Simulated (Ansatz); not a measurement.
Take WSe₂ (space group P6_3/mmc, No. 194; a = 3.300 Å, c = 13.151 Å; layered, stacked along the Cartesian z axis) as the base.

The values are results of r2SCAN+rVV10, PAW, 500 eV (Ansatz, an electronic-structure program; without spin-orbit coupling), not measurements.

Base values:

The gap between the host's bands is 1.12 eV.

It is then changed as follows: 1.24 holes added to each cell, a density of 1.0×10^22 cm⁻³, with a uniform compensating background at fixed cell and a 300 K Fermi–Dirac width.

What happens to the gap between the host's bands?

The gap between the host's bands goes up by 0.04 eV to 1.16 eV.

What happens to the Fermi level from band edge?

The Fermi level relative to the doped band's edge (positive inside the band; to 0.05 eV) amounts to +0.90 eV.

Charged cell with a jellium background: band edges are those of the host's band count, energies are not comparable with the neutral cell, and many-body gap narrowing is missing. With W present, leaving out spin-orbit coupling can change the band edges. Whether these cells are dynamically stable was not tested.
